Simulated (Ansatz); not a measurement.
All values below come from PBE (plane waves to 420 eV, PAW; Ansatz, a first-principles code).

Plane-averaged electrostatic potential energy along the normal, in eV from the Fermi level, for the (100) surface of germanium, from a spin-polarised start, p(2x1) symmetric dimers (bottom of the slab: dihydride, held):

| z (Å) | V (eV) |
|---|---|
| 3.66 | 4.59 |
| 3.94 | 4.59 |
| 4.22 | 4.59 |
| 4.50 | 4.59 |
| 4.78 | 4.59 |
| 5.06 | 4.59 |
| 5.34 | 4.59 |
| 5.63 | 4.59 |
| 5.91 | 4.59 |
| 6.19 | 4.58 |
| 6.47 | 4.55 |
| 6.75 | 4.49 |
| 7.03 | 4.35 |
| 7.31 | 4.00 |
| 7.59 | 3.18 |
| 7.88 | 0.88 |
| 8.16 | -0.52 |
| 8.44 | -0.93 |
| 8.72 | -2.43 |
| 9.00 | -3.49 |
| 9.28 | -3.44 |
| 9.56 | -2.82 |
| 9.84 | -2.75 |
| 10.13 | -3.33 |
| 10.41 | -4.00 |
| 10.69 | -3.81 |
| 10.97 | -3.09 |
| 11.25 | -2.91 |
| 11.53 | -3.36 |
| 11.81 | -4.02 |
| 12.09 | -3.88 |
| 12.38 | -3.12 |
| 12.66 | -2.87 |
| 12.94 | -3.26 |
| 13.22 | -3.97 |
| 13.50 | -3.93 |
| 13.78 | -3.22 |
| 14.06 | -2.83 |
| 14.34 | -3.13 |
| 14.63 | -3.86 |
| 14.91 | -3.95 |
| 15.19 | -3.30 |
| 15.47 | -2.83 |
| 15.75 | -3.02 |
| 16.03 | -3.70 |
| 16.31 | -3.85 |
| 16.59 | -3.22 |
| 16.88 | -2.65 |
| 17.16 | -2.94 |
| 17.44 | -3.76 |
| 17.72 | -4.38 |
| 18.00 | -4.44 |
| 18.28 | -4.60 |
| 18.56 | -4.26 |
| 18.84 | -3.95 |
| 19.13 | -2.90 |
| 19.41 | -0.96 |
| 19.69 | 1.41 |
| 19.97 | 3.09 |
| 20.25 | 3.85 |
| 20.53 | 4.22 |
| 20.81 | 4.40 |
| 21.09 | 4.49 |
| 21.38 | 4.53 |
| 21.66 | 4.56 |
| 21.94 | 4.57 |
| 22.22 | 4.57 |
| 22.50 | 4.57 |
| 22.78 | 4.57 |
| 23.06 | 4.57 |
| 23.34 | 4.58 |

Model: 20-atom slab, 10.9 Å thick at the start with caps and adatoms (thin: gaps and levels are the slab's own), 4x7x1 mesh, Fermi-Dirac 0.025 eV, dipole correction, 8 atoms held, the rest relaxed; held to the start's symmetry, so lower structures may exist; spin-polarised from one start with parallel moments (other orders not tried), no spin-orbit, no U. The slab shows no gap on its mesh. The starting moment vanished. In PBE it lies 0.21 eV a 1x1 cell over the lowest computed structure of the same composition (c(4x2) alternately buckled dimers).

The vacuum level lies 4.58 eV above the Fermi level over the top face and 4.59 eV above it under the bottom face.
